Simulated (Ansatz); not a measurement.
## NH2 on the 1x1 (100) surface of monoclinic HfO2 (cut with top plane 2 O), one in a 1x1 cell, started at the site 'hollow O-O-O over O at depth 6.8 Å'

Host crystal: monoclinic HfO2, with a band gap (PBE, scalar-relativistic without spin-orbit coupling).

All values below come from PBE (plane waves to 420 eV, PAW; Ansatz, an electronic-structure program).

Set-up: 27 atoms, 9.3 Å thick at the start under the adsorbate (thin: gaps and levels are the slab's own); mesh 4x4x1; 0.01 eV smearing; dipole correction on; 12 atoms held, the rest relaxed; no symmetry held; spin-polarised, ending with about 1.0 μB a cell; orders that need a larger cell were not tried, no spin-orbit, no U, no dispersion correction. At the end it is bonded to Hf. In PBE it is, or lies within 0.03 eV of, the lowest of the starts that converged.

adsorption energy against NH3(g) − ½ H2(g): 1.22 eV
gap of the slab on its k-mesh: 0.19 eV
highest filled level below the top vacuum level: 5.62 eV
change of the step from the bottom to the top vacuum level, against the clean slab: -1.57 eV
energy released by relaxation: 0.59 eV
height of the binding atom over the mean of the host atoms within 0.3 Å of the top one: 0.722 Å
magnetic moment of the cell: 1.00 μB
nearest host atoms of the binding atom: Hf at 2.25 Å, O at 2.85 Å, O at 2.89 Å
largest move of a host atom: 0.36 Å
caution: the clean host was not checked against rearrangement in a larger or rattled cell
cost: about 40 core-minutes (a rough figure)

A negative adsorption energy means that the adsorbate is more stable on the surface than in its reference.
